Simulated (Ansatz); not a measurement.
## PbO under a change: 2 layers

Consider PbO (space group Pbcm, No. 57; a = 5.929 Å, b = 5.508 Å, c = 4.707 Å).

It is then changed as follows: a free-standing slab of 2 layers (16 atoms, 8 a layer) is cut normal to the stacking axis, with 15 Å of vacuum and the in-plane cell relaxed.

Method: Kohn–Sham DFT with the r2SCAN+rVV10 functional, run in Ansatz (a first-principles code) with PAW and 500 eV plane waves, no spin-orbit coupling. Γ-centred 7×6×1 mesh, Fermi–Dirac width 0.05 eV, for the changed cell.

- Layer's space group (with vacuum): Pbcm (No. 57)
- Shortest interatomic distance: 2.219 Å (base 2.226 Å)
- Band gap: 2.83 eV (an upper bound: an edge found on the path is not a true extremum; both cells) (base 2.51 eV)
- Excess energy per area of both faces (slab less bulk energy over the cell's area: twice a surface energy): 0.38 J/m²
- Thickness between the outermost nuclei: 8.68 Å
- In-plane lattice parameter a: 4.701 Å (base 4.707 Å)

Final structure:

```
CELL_PARAMETERS angstrom
      4.70088     0.00000     0.00000
      0.00000     5.53161     0.00000
      0.00000     0.00000    23.65476
ATOMIC_POSITIONS crystal
  Pb 0.25000 0.01218 0.31663
  Pb 0.75000 0.48782 0.31663
  O  0.75000 0.09308 0.34118
  O  0.25000 0.40692 0.34118
  O  0.25000 0.90654 0.40713
  O  0.75000 0.59346 0.40713
  Pb 0.75000 0.98801 0.43179
  Pb 0.25000 0.51199 0.43179
  Pb 0.25000 0.01199 0.56821
  Pb 0.75000 0.48801 0.56821
  O  0.75000 0.09346 0.59287
  O  0.25000 0.40654 0.59287
  O  0.25000 0.90692 0.65882
  O  0.75000 0.59308 0.65882
  Pb 0.75000 0.98782 0.68337
  Pb 0.25000 0.51218 0.68337
```

Slab and bulk use different k-meshes, which limits the precision of the excess energy. Spin-orbit coupling, missing from the scalar runs, can matter with Pb. Stability against distortions was not tested.
